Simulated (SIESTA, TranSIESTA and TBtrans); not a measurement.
System: Ta chain with one Si atom in place of Ta. Leads: straight Ta chain, spacing 2.35 Å. Geometry: 3 atoms about the centre moved by SIESTA (PBE, DZP) to a largest force of 0.03 eV/Å, all others as built, motion along the axis alone. Transport runs along z; the first 6 and the last 6 of the 21 atoms are the lead cells, repeated to infinity.

```xyz
21
Lattice="9.000 0.000 0.000 0.000 9.000 0.000 0.000 0.000 49.250" Properties=species:S:1:pos:R:3 pbc="F F T"
Ta     4.500     4.500     0.000
Ta     4.500     4.500     2.350
Ta     4.500     4.500     4.700
Ta     4.500     4.500     7.050
Ta     4.500     4.500     9.400
Ta     4.500     4.500    11.750
Ta     4.500     4.500    14.100
Ta     4.500     4.500    16.450
Ta     4.500     4.500    18.800
Ta     4.500     4.500    21.074
Si     4.500     4.500    23.450
Ta     4.500     4.500    25.827
Ta     4.500     4.500    28.100
Ta     4.500     4.500    30.450
Ta     4.500     4.500    32.800
Ta     4.500     4.500    35.150
Ta     4.500     4.500    37.500
Ta     4.500     4.500    39.850
Ta     4.500     4.500    42.200
Ta     4.500     4.500    44.550
Ta     4.500     4.500    46.900
```
Starting moments (μB): atom 7 +1, atom 8 +1, atom 9 +1, atom 10 +1, atom 12 +1, atom 13 +1, atom 14 +1, atom 15 +1; lead atoms +1 (left) and +1 (right).

Run with TranSIESTA and TBtrans (open boundaries, self-consistent; PseudoDojo norm-conserving potentials, scalar-relativistic): Spin polarized, PAO.BasisSize DZP, PAO.EnergyShift 0.15 eV, XC.Authors PBE, Mesh.Cutoff 200 Ry, ElectronicTemperature 300 K, TS.Voltage 0.0 eV, TBT.Elecs.Eta 0.001 eV.

Energies count from the leads' Fermi level. Transmissions are for each spin. The energy step is 0.01 eV; narrower resonances are cut or missed.

| E (eV) | T up | T down |
|---|---|---|
| -0.20 | 2.75 | 2.66 |
| -0.15 | 2.76 | 2.69 |
| -0.10 | 2.76 | 2.71 |
| -0.05 | 2.76 | 2.72 |
| 0.00 | 2.75 | 2.72 |
| 0.05 | 2.73 | 2.71 |
| 0.10 | 2.70 | 2.70 |
| 0.15 | 2.66 | 2.67 |
| 0.20 | 2.62 | 2.64 |

Give the zero-bias conductance in μS and the resistance at 300 K.

At the Fermi level the mean of both spins is (2.75 + 2.72)/2 = 2.74. Averaged with −∂f/∂E over the full grid (kT = 25.9 meV) it is 2.73. With G0 = 2e²/h = 77.48 μS, G = 212 μS and R = 1/G = 4.72 kΩ.

The eigenchannels at the Fermi level (both spins) transmit 0.995, 0.995, 0.749, 0.999, 0.999, 0.724. What Fano factor of the shot noise follows at low temperature and bias?

F = Σ τ(1 − τ)/Σ τ = 0.400/5.46 = 0.07.

The magnetic order of the leads was set by the start, and no other order was tried; the separate lead runs end at 1.06 (left) and 1.06 (right) μB an atom. The straight chain is held at its spacing; free chains may zigzag or dimerise. Spin-orbit coupling, left out here, matters for the heavy atoms.
